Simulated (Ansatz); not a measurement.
**Hypothetical diamond Ir: response to strain**

The reference is Ir in the diamond structure (space group Fd-3m, No. 227; a hypothetical phase, not in the database extracts checked; relaxed with 0.1 eV smearing).

```
Ir
1.0
    0.00000     2.78499     2.78499
    2.78499     0.00000     2.78499
    2.78499     2.78499     0.00000
Ir
2
Direct
  0.75000   0.75000   0.75000
  0.50000   0.50000   0.50000
```

Cartesian axes are those of the cell as printed.

Strains are applied to the cell and any free atomic positions relax; under biaxial strain the out-of-plane vector relaxes too.

Level of theory: PBE in Ansatz (plane waves to 420 eV, PAW, no spin-orbit coupling).

Notes on the quantities. pressure: mean of the normal stresses, compression positive; energy relative to the base: free energy F.

```csv
case,pressure,out-of-plane strain,energy relative to the base,shortest interatomic distance
base,0.0 GPa,–,0 meV/atom,241.2 pm
"biaxial strain +0.58 %, plane normal [001], relaxed out of plane",0.0 GPa,-1.15 %,0.0 meV/atom,241.2 pm
"biaxial strain +2.19 %, plane normal [001], relaxed out of plane",-0.1 GPa,-4.37 %,…,241.3 pm
"biaxial strain +2.43 %, plane normal [001], relaxed out of plane",…,…,+0.7 meV/atom,241.3 pm
isotropic strain −1.47 %,9.1 GPa,–,…,237.6 pm
```

Q: Fill in the withheld entries from the trend.

A: 
- biaxial strain +2.19 %, plane normal [001], relaxed out of plane, energy relative to the base: +0.5 meV/atom
- biaxial strain +2.43 %, plane normal [001], relaxed out of plane, pressure: -0.2 GPa
- biaxial strain +2.43 %, plane normal [001], relaxed out of plane, out-of-plane strain: -4.84 %
- isotropic strain −1.47 %, energy relative to the base: +26 meV/atom

Stability against distortions was not tested. All final runs are without spin polarisation.

Ansatz is a first-principles code.
